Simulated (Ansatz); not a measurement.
Effective masses and thermopower of GaS under load (space group P6_3/mmc)

```
GaS
1.0
    3.45652     0.00000     0.00000
   -1.72826     2.99344     0.00000
    0.00000     0.00000    14.39006
Ga S
4 4
Cartesian
  0.00000   1.99562   4.78598
  1.72826   0.99781   9.60408
  1.72826   0.99781  11.98100
  0.00000   1.99562   2.40905
  0.00000   1.99562  13.08840
  1.72826   0.99781   1.30166
  1.72826   0.99781   5.89337
  0.00000   1.99562   8.49668
```

The numbers are results of PBEsol+D3BJ, rigid bands (plane waves, PAW, scalar-relativistic; Ansatz, a program for electronic structure), not measurements. Condition of this run: hydrostatic pressure 5 GPa (the target of the relaxation). Geometry: cell and atoms relaxed with PBEsol+d3bj, then loaded as said.

| Quantity | Result |
|---|---|
| band gap | 0.80 eV |
| electron conductivity mass (300 K, dilute) | 0.40 (x), 0.40 (y), 0.42 (z) mₑ |
| hole conductivity mass (300 K, dilute) | 1.73 (x), 1.73 (y), 0.149 (z) mₑ |
| effective density of states N_c (300 K) | 1.3e19 cm⁻³ |
| effective density of states N_v (300 K) | 1.8e19 cm⁻³ |
| density-of-states mass, electrons | 0.64 mₑ |
| density-of-states mass, holes | 0.80 mₑ |
| Seebeck coefficient, n-type 1e19 cm⁻³, 300 K | -245 μV/K |
| best n-type power factor at 300 K for τ = 10 fs (best axis; densities from 1e16 to 1e21 cm⁻³ tried, whether or not they can be reached) | 13.2 μW/(cm·K²) at 3e20 cm⁻³ |
| Seebeck coefficient, p-type 1e19 cm⁻³, 300 K | 270 μV/K |
| best p-type power factor at 300 K for τ = 10 fs (best axis; densities from 1e16 to 1e21 cm⁻³ tried, whether or not they can be reached) | 15.2 μW/(cm·K²) at 3e19 cm⁻³ |

Rigid bands; masses and Seebeck coefficients take one relaxation time τ for all states and one kind of carrier; polarons and phonon drag are left out. Spin-orbit coupling is left out; where it splits the top of the valence band, N_v and the p-type Seebeck coefficient come out somewhat high without it. Geometry: cell and atoms relaxed with PBEsol+D3(BJ).

Formula and space group known from diffraction (Crystallography Open Database), not checked to be the room-temperature form: GaS under load (space group P6_3/mmc). PBEsol with a dispersion correction tends to overbind, so the cell can be several per cent short, in bad cases over ten, which usually narrows a gap: GaS under load (space group P6_3/mmc).
